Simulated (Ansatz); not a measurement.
**Competing hops of interstitial Zn in alpha quartz, charge state +2**

Defect migration in alpha quartz: interstitial Zn, charge state +2. Method: PBE, PAW (plane waves to 420 eV; Ansatz, a quantum-chemistry and plane-wave program).

72-site cell at the relaxed PBE lattice, the Γ point alone, smearing 0.01 eV, spin-restricted, no finite-size correction. Static, classical nuclei. The charge state is imposed; whether it is stable for some Fermi level was not computed. Sites that were not tried may lie lower.

Barriers: single points on a 2×2×2 k-point mesh shifted by half a step along c at the bands' geometries.

| Route | Start site over the lowest site run (eV) | Hop (Å) | Forward barrier (eV) | Backward barrier (eV) | Neighbours at the start | Neighbours at the saddle | Saddle order | Forward, on the band's own sampling (eV) |
|---|---|---|---|---|---|---|---|---|
| Zn moves alone to another site | 0.00 | 1.83 | 0.12 | 0.12 | 2 O at 1.99, 2 O at 2.01 Å | 2 O at 1.95, 2 O at 2.19 Å | not checked, on a symmetry element | 0.12 |

Paths come from CI-NEB runs.  A band can be held on a symmetry element, so unchecked saddle points there may be too high. A further band (Zn moves alone to another site, 3.64 Å) gave 0.12 eV forward on its own sampling, 0.12 eV above the lowest site run, but a shoulder points to a second hump between its images, so it is not taken as a result.

The whole set of runs took roughly 1.1 core-hours.
